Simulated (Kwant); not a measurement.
Model system: wire with a side stub in a Ge (holes) two-dimensional gas. Effective mass 0.06 mₑ, grid spacing 1.7 nm, hard walls, nominal width 40 nm (23 grid rows, so walls 40.8 nm apart), one parabolic valley, scattering region 120 nm long along x; energies count from the band bottom; Fermi energy swept from 0.0031336 to 0.037211 eV. Closed stub on one side, 51 nm wide and 59 nm deep.

Constants are typed, rounded textbook-type inputs, not results; the design itself was drawn at random and stands for no fabricated device.

Computed with Kwant: effective-mass tight-binding model on a square grid, one spin, coherent transport at 0 K. Conductance is in e²/h.

How many channels do the leads carry at E = 12.3, 20.6 meV?

The hard-wall thresholds are n² ħ²π²/(2mW²) = n² × 3.76 meV with W = 40.8 nm. √(12.3/3.76) = 1.81, so 1. √(20.6/3.76) = 2.34, so 2.
